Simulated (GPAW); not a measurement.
# Sensitivity of a calculation on K (Pm-3n, 8 atoms in the cell) to its settings

```
CELL_PARAMETERS angstrom
      8.36472     0.00000     0.00000
      0.00000     8.36472     0.00000
      0.00000     0.00000     8.36472
ATOMIC_POSITIONS crystal
  K  0.00000 0.00000 0.00000
  K  0.50000 0.50000 0.50000
  K  0.50000 0.25000 0.00000
  K  0.50000 0.75000 0.00000
  K  0.25000 0.00000 0.50000
  K  0.75000 0.00000 0.50000
  K  0.00000 0.50000 0.25000
  K  0.00000 0.50000 0.75000
```

Base run A: LDA (Perdew-Wang 92), GPAW PAW datasets LDA (gpaw-data 1.0.1) (GPAW), self-consistent single point.

Its settings: mode = pw; ecut = 550 eV; xc = LDA; kpts = 3 3 3; mesh shift (steps) = 0.5 0.5 0.5; occupations.name = marzari-vanderbilt; occupations.width = 0.2 eV; nbands = -14; convergence.forces = 0.001 eV/Å; symmetry.symmorphic = false; symmetry.tolerance = 0.0005; maxiter = 150.

The starting cell comes from a database of computed structures (which also holds hypothetical and non-ambient phases and stackings), without a prior relaxation at this level. Its lattice was rescaled by a random factor within 2.5 % of one.

ΔF is the free energy per atom less that of run A. A dash stands where there is no value to compare (another energy zero or no entropy term, no result, no spin, no clean gap, or a mesh too coarse for one). Absolute energies have different zeros for different potentials, functionals, Hubbard and dispersion terms and are not compared across them.

Run A gave: pressure (GPa) -0.43; k-points 4.

Runs:
- B: occupations.name: marzari-vanderbilt → fermi-dirac; occupations.width: 0.2 eV → 0.05 eV
- C: xc: LDA → PBEsol; dispersion: default → d3; potentials: GPAW PAW datasets PBEsol (made by gpaw-setup) [PBEsol-D3(0)]
- D: lattice scaled by 1.03; ecut: 550 eV → 330 eV
- E: ecut: 550 eV → 715 eV
- F: occupations.width: 0.2 eV → 0.002 eV
- G: kpts_shift: 0.5 0.5 0.5 → 0 0 0.5
- H: convergence.forces: 0.001 eV/Å → default; convergence.density: default → 0.01 e/electron; convergence.energy: default → 0.05 eV/electron; convergence.eigenstates: default → 0.0004
- I: mixer.beta: default → 0.05; mixer.weight: default → 20
- J: mixer.beta: default → 0.4
- K: mixer.backend: default → fft

What does run D change against A?

The free energy goes up by 209 meV/atom.

```csv
run,ΔF (meV/atom),pressure (GPa),k-points
A,0.00,-0.43,4
B,-0.26,-0.43,4
C,–,-0.25,4
D,209.1,–,4
E,-1.49,-0.41,4
F,13.1,-0.43,4
G,-13.4,-0.46,6
H,-0.05,-0.21,4
I,0.00,-0.43,4
J,0.00,-0.43,4
K,0.00,-0.43,4
```
